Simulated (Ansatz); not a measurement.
## SnO2: pressure −1 GPa

Take SnO2 in the rutile structure (space group P4_2/mnm, No. 136; a = 4.722 Å, c = 3.190 Å) as the base.

Perturbation: hydrostatic tension (pressure −1 GPa).

Method: Ansatz (a program for electronic structure), LDA, PAW, cutoff 420 eV, no spin-orbit coupling. k-mesh 7×7×10 (Γ-centred); smearing 0.05 eV (Fermi–Dirac).

| quantity | base | changed | shift |
|---|---|---|---|
| volume per atom | 11.86 Å³ | 11.92 Å³ | +0.06 Å³ |
| density | 7.03 g/cm³ | 7.00 g/cm³ | -0.03 g/cm³ |
| lattice parameter a | 4.722 Å | 4.732 Å | +0.010 Å |
| c/a ratio | 0.676 | 0.675 | -0.001 |
| enthalpy H = E + PV relative to the base's energy | – | -0.07 eV/atom | – |
| band gap | 1.16 eV | 1.11 eV | -0.05 eV |
| gap character | direct at Γ | direct at Γ | – |
| width of the top valence band | 1.28 eV | 1.28 eV | -0.006 eV |
| electron mass | 0.18 mₑ along c, 0.20 mₑ across (at Γ) | 0.18 mₑ along c, 0.20 mₑ across (at Γ) | – |
| hole mass | 1.7 mₑ along c, 1.2 mₑ across (at Γ) | 1.7 mₑ along c, 1.2 mₑ across (at Γ) | – |
| valence-band top at Γ (three highest levels, from the VBM) | 0.00, -0.80, -0.80 eV | 0.00, -0.80, -0.80 eV | – |

Load acts through the strain it causes; cell and atoms are relaxed under it. Effective masses come from finite differences of ±0.01 Å⁻¹. Whether these cells are dynamically stable was not tested.
